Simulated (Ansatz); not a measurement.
The reference is BAs in the zinc blende structure (space group F-43m, No. 216; a = 4.809 Å).

All numbers come from Ansatz (a program for electronic structure) PBE, without spin-orbit coupling, earlier PAW set.

Carriers are added at fixed cell with a uniform background; the Fermi–Dirac width is that of 300 K.

One change was made to it. Results:

```json
[
 {"quantity": "Fermi level relative to the doped band's edge (positive inside the band; to 0.05 eV)", "base": "–", "after": "+0.65 eV"},
 {"quantity": "gap character", "base": "indirect, Γ → a point along ⟨100⟩, about 1.1 Å⁻¹ from Γ", "after": "indirect, Γ → a point along ⟨100⟩, about 1.1 Å⁻¹ from Γ"}
]
```

Q: Which of these changes matches the shifts?
A) holes 5.0×10^21 cm⁻³
B) electrons 1.0×10^21 cm⁻³
C) holes 1.0×10^21 cm⁻³
D) holes 3.0×10^21 cm⁻³

A: D, holes 3.0×10^21 cm⁻³. For comparison, the Fermi level from band edge in the other runs: electrons 1.0×10^21 cm⁻³ gives +0.25 eV; holes 1.0×10^21 cm⁻³ gives +0.30 eV; holes 5.0×10^21 cm⁻³ gives +0.85 eV.

Charged cell with a jellium background: band edges are those of the host's band count, energies are not comparable with the neutral cell, and many-body gap narrowing is missing. Stability against distortions was not tested.
